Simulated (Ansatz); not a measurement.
Input and output of a self-consistent single point for CsLiBr2 (P4mm, 8 atoms in the cell) (Ansatz, an electronic-structure program).

Computed with LDA (PW92), default PAW files made with PBE (plane waves; Ansatz).

The change in words: lattice scaled by 0.98; kpoints.mp_grid.grid: 5 5 3 → 8 8 5. Reference geometry:
```
CELL_PARAMETERS angstrom
      5.20715     0.00000     0.00000
      0.00000     5.20715     0.00000
      0.00000     0.00000     9.97971
ATOMIC_POSITIONS crystal
  Cs 0.00000 0.50000 0.30504
  Cs 0.50000 0.00000 0.69997
  Li 0.50000 0.00000 0.08248
  Li 0.00000 0.50000 0.91752
  Br 0.00000 0.50000 0.66592
  Br 0.50000 0.00000 0.33408
  Br 0.00000 0.00000 0.00000
  Br 0.50000 0.50000 0.00000
```

Reference input (self-consistent single point, DFT, LDA (PW92), plane waves, default PAW files made with PBE): basis.ecutwfc = 420 eV; kpoints.mp_grid.grid = 5 5 3; hamiltonian.xc = lda; hamiltonian.pseudopotentials = {kind: paw} (the program's default PAW files); scf.occupations.method = fermi_dirac; scf.occupations.width = 0.05 eV. This run's input differs from it in these lines:

Ansatz 0.2 input:
```diff
@@ -2,5 +2,5 @@
   lattice:
-    - [5.207146, 0.000000, 0.000000]
-    - [0.000000, 5.207146, 0.000000]
-    - [0.000000, 0.000000, 9.979710]
+    - [5.103003, 0.000000, 0.000000]
+    - [0.000000, 5.103003, 0.000000]
+    - [0.000000, 0.000000, 9.780116]
   atoms:
@@ -17,3 +17,3 @@
 kpoints:
-  mp_grid: { grid: [5, 5, 3] }
+  mp_grid: { grid: [8, 8, 5] }
 hamiltonian:
```

Output (repeated stretches shortened):

```
SCF iter   1: F=—  HF=-22202.060470 eV  |F-HF|=—  |Δ(HF+E_count)|=         —  Δρ=3.97e-3  dr2=2.25e-2  ethr=1.77e-3  ⟨swp⟩=10.5  Hψ=9001  notcnv=0
all-band conjugate gradients solve this SCF's bands
preconditioner: auto → Resta (q_TF=auto, 2.094 Å⁻¹)
SCF iter   2: F=—  HF=-22202.050203 eV  |F-HF|=—  |Δ(HF+E_count)|=   1.03e-2  Δρ=2.14e-3  dr2=8.66e-3  ethr=4.33e-5  ⟨swp⟩=2.1  Hψ=3122  notcnv=0  defer=36
   [... lines left out ...]
SCF iter   4: F=—  HF=-22202.047301 eV  |F-HF|=—  |Δ(HF+E_count)|=   6.13e-5  Δρ=1.04e-4  dr2=3.53e-5  ethr=8.27e-7  ⟨swp⟩=2.0  Hψ=2280  notcnv=0  defer=36
SCF iter   5: F=—  HF=-22202.047401 eV  |F-HF|=—  |Δ(HF+E_count)|=   9.92e-5  Δρ=2.02e-5  dr2=2.30e-6  ethr=6.80e-8  ⟨swp⟩=2.3  Hψ=2484  notcnv=0  defer=36
SCF iter   6: F=—  HF=-22202.047402 eV  |F-HF|=—  |Δ(HF+E_count)|=   1.08e-6  Δρ=6.90e-6  dr2=2.22e-7  ethr=4.43e-9  ⟨swp⟩=2.2  Hψ=2265  notcnv=0  defer=36
SCF iter   7: F=-22202.047402 eV  HF=-22202.047402 eV  |F-HF|=5.26e-9  |Δ(HF+E_count)|=   4.85e-9  Δρ=1.79e-6  dr2=1.47e-8  ethr=1.92e-10  ⟨swp⟩=12.3  Hψ=7394  notcnv=0
SCF 1 converged in 7 iterations: F = -22202.047402 eV  dr2 = 1.47e-8
Free energy (F): -22202.047402 eV
Internal energy: -22202.047402 eV  (E = F + TS)
E sigma→0 (E₀):  -22202.047402 eV
Fermi energy:    4.235895 eV
--- Forces (eV/Å), atoms counted from 1 ---
  atom   1  Cs     0.00000000     0.00000000    -0.07443004
  atom   2  Cs    -0.00000000     0.00000000     0.02407942
  atom   3  Li     0.00000000     0.00000000     0.00631083
  atom   4  Li    -0.00000000     0.00000000     0.01538541
  atom   5  Br    -0.00000000     0.00000000     0.01097952
  atom   6  Br     0.00000000     0.00000000     0.02059801
  atom   7  Br    -0.00000000     0.00000000    -0.00146110
  atom   8  Br     0.00000000     0.00000000    -0.00146110
--- Stress (GPa, compression-positive) ---
       -1.201656       0.000000      -0.000000
        0.000000      -1.201656       0.000000
       -0.000000       0.000000      -1.040463
  P = ⅓ Tr σ = -1.1479 GPa (-11.479 kbar)
  The stress holds the Pulay correction. Without it, at fixed plane waves, as pw.x and ABINIT print it: P = -1.1623 GPa
```

The run converged in 7 iterations. Against the reference run the free energy drops by 19.8 meV/atom, the pressure goes from -1.98 to -1.15 GPa, the largest force goes from 0.099 to 0.074 eV/Å and the gap on the mesh goes from 3.892 to 3.971 eV.

The starting cell comes from a database of computed structures (which also holds hypothetical and non-ambient phases and stackings), without a prior relaxation at this level. Its lattice was rescaled by up to half a per cent. One atom was moved a little off its site on purpose. For this run, on top of that: lattice scaled by 0.98. Ansatz's pressure includes its estimate of the finite-basis (Pulay) stress.

Cost on one core of a shared machine: roughly 30 s.
